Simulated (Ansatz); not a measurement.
# Cs2AgBiBr6: energy against volume

Cs2AgBiBr6 (Fm-3m, 35.005 Å³/atom and stress up to 0.01 GPa in the relaxed cell, cube axes along x, y and z) under an equal strain ε along all three axes. PBEsol in Ansatz, a plane-wave DFT program (PAW, default set), 420 eV, 5×5×5 Γ-centred mesh, Fermi-Dirac smearing 0.05 eV; ions are relaxed, or left where forces stay under 0.02 eV/Å, within the symmetry of each cell.

Here V stands for volume and E for E less E0.

| volume (Å³/atom) | E less E0 (meV/atom) | pressure (GPa) |
|---|---|---|
| 32.6945 | 14.67 | 2.20 |
| 33.4529 | 6.28 | 1.37 |
| 34.2229 | 1.50 | 0.64 |
| 35.0046 | 0.00 | 0.00 |
| 35.7981 | 1.44 | -0.57 |
| 36.6035 | 5.54 | -1.05 |
| 37.4209 | 12.00 | -1.47 |
| 38.2504 | ? | ? |

The 7 complete rows are fitted with the third-order Birch-Murnaghan form, a cubic in V^(-2/3), E against V. With u = V^(-2/3) - 0.0935, the rows have u = 0.0043026, 0.0028187, 0.0013685, -0.0000492, -0.0014353, -0.0027907, -0.0041165. Least squares gives E = 0.002 + 58.2·u + 750007·u² + 6725502·u³. Residuals (row less fit): -0.003, 0.004, -0.003, -0.001, -0.004, 0.006, -0.003; standard error 0.005 (degrees of freedom: 3). Its minimum lies at u = -0.0000388, so V0 = (0.0934612)^(-3/2) = 35.00. There d²E/du² = 1498000 and d³E/du³ = 4.035e7, so B0 = (4/9) × 35.00^(-7/3) × 1498000 × 0.160218 = 26.6 GPa (the last factor turns the table's units into GPa), and B0' = 4 + (2/3) × 0.0934612 × (4.035e7)/1498000 = 5.7. B0' rests on the cubic coefficient alone and has a standard error of 0.1 from these residuals.

**Question.** Estimate the missing E (V = 38.2504); what did the run itself give?

**Answer.** u = -0.0054135, so E = 0.002 + 58.2 × (-0.0054135) + 750007 × (-0.0054135)² + 6725502 × (-0.0054135)³ = 20.600 meV/atom. The calculation gives 20.57 meV/atom, 0.030 meV/atom below the prediction (0.1 % of the range of E in the table). The row lies outside the fitted rows, so this is an extrapolation. The scatter of the fitted rows lies at the last printed digit.

The primitive cell can neither tilt nor turn polar against its symmetry, as such crystals can under strain. The start is a measured cell from the literature; how it stands against other phases or cation orders wasn't checked. Spin-orbit coupling is left out, which can shift these values for the heavy elements here. Other structures, which can take over under pressure, weren't tried. The same form fitted to the pressure column gives B0' = 5.7; series where the two differ by over 0.4 aren't shown. Rows are the converged runs of the series near zero and its far end, less any whose ions stayed unrelaxed beside relaxed ones; series whose fitted rows scatter by over a few per cent of the range, as at a crossing or softening among them, aren't shown in this form.
